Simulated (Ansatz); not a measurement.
Consider the following.

```xyz
6
Lattice="4.7509 0.0000 0.0000 0.0000 4.7509 0.0000 0.0000 0.0000 4.7509" Properties=species:S:1:pos:R:3 pbc="T T T"
Mg     3.5632     3.5632     3.5632
Mg     3.5632     1.1877     1.1877
Mg     1.1877     3.5632     1.1877
Mg     1.1877     1.1877     3.5632
C      0.0000     0.0000     0.0000
C      2.3754     2.3754     2.3754
```

No spin polarisation.

Method: Kohn–Sham DFT with the PBEsol functional, run in Ansatz (an electronic-structure program) with PAW and 420 eV plane waves, no spin-orbit coupling. Γ-centred 7×7×7 mesh, Fermi–Dirac width 0.05 eV.

Task: What is the computed band gap?

Result: Zero.

Task: Estimate the pressure.

Result: 2.3 GPa.

A case with no gap was solved on a k-mesh chosen for an insulator, which is coarse for it. The cells carry an imposed strain or load. Stability against distortions was not tested. The final runs are not spin-polarised. The cell was made from Mg2C (space group Pn-3m, No. 224; a hypothetical phase, not in the database extracts checked) by this change: isotropic strain −1.20 %. The zero or small gap of Mg2C can change with the level of theory.
